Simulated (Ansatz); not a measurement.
CoPdO₂ (space group R-3m, No. 166; non-magnetic)

```yaml
crystal:
  lattice:
    - [1.40743, 0.81258, 5.87743]
    - [-1.40743, 0.81258, 5.87743]
    - [0.00000, -1.62516, 5.87743]
  atoms:
    - { symbol: Pd, position: [0.00000, 0.00000, 0.00000] }
    - { symbol: Co, position: [0.50000, 0.50000, 0.50000] }
    - { symbol: O, position: [0.11259, 0.11259, 0.11259] }
    - { symbol: O, position: [0.88741, 0.88741, 0.88741] }
```

The values are results of Ansatz (a program for electronic structure), PBEsol, PAW, cutoff 420 eV, without spin-orbit coupling, not measurements. Settings: 17×17×17 k-points, 0.05 eV Fermi–Dirac smearing.

- Volume per atom: 10.08 Å³
- Density: 8.13 g/cm³
- Band gap: zero
- Total energy: -3279.962 eV/atom (σ→0; compares only within this code and set-up)

Stability against distortions was not tested. Starting moments died away, wholly or in part, for the base; another magnetic solution may exist. No Hubbard U is applied and the magnetic state is the run's own (CoPdO2 non-magnetic); other magnetic orders, which need larger cells, were not tried and can change the gap. All final runs are without spin polarisation. An odd electron count without spin: CoPdO2.
